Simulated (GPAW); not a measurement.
Band structure of TaCuS2 (P6_3mc, 8 atoms in the cell).

```xyz
8
Lattice="3.3711 0.0000 0.0000 -1.6855 2.9194 0.0000 0.0000 0.0000 13.3313" Properties=species:S:1:pos:R:3 pbc="T T T"
Ta     1.6855     0.9731     9.9454
Ta     0.0000     1.9463     3.2798
Cu     1.6855     0.9731    12.8490
Cu     0.0000     1.9463     6.1833
S      1.6855     0.9731     4.8842
S      0.0000     1.9463    11.5498
S      0.0000     1.9463     8.3959
S      1.6855     0.9731     1.7303
```

Method: PBEsol, GPAW PAW datasets PBEsol (made by gpaw-setup) (plane waves; GPAW).

Settings: mode = pw; ecut = 850 eV; xc = PBEsol; kpts = 8 8 2; mesh shift (steps) = 0 0 0; occupations.name = fermi-dirac; occupations.width = 0.1 eV; nbands = -14; convergence.density = 1e-05 e/electron; convergence.energy = 1e-05 eV/electron; symmetry.symmorphic = false; symmetry.tolerance = 0.0005; maxiter = 150; bandpath_npoints = 40.

The starting cell comes from a database of computed structures (which also holds hypothetical and non-ambient phases and stackings), without a prior relaxation at this level. Spin-orbit coupling is off. Spin polarisation is off.

Levels in eV from the Fermi level, bands 33 to 40:
```
point     33     34     35     36    37    38    39    40
-----  -----  -----  -----  -----  ----  ----  ----  ----
Γ      -2.10  -2.10  -1.35   0.22  1.35  1.35  1.50  1.50
M      -2.61  -1.98  -1.95  -1.76  1.44  1.70  1.93  2.25
K      -2.30  -2.30  -0.92  -0.50  0.67  0.93  0.93  2.26
A      -2.29  -2.29  -0.29  -0.29  1.47  1.47  1.47  1.47
L      -2.25  -2.25  -1.82  -1.82  1.57  1.57  2.21  2.21
H      -2.35  -2.35  -0.77  -0.77  0.94  0.94  1.34  1.34
```

Bands cross the Fermi level along this path, so the cell is metallic at this level.
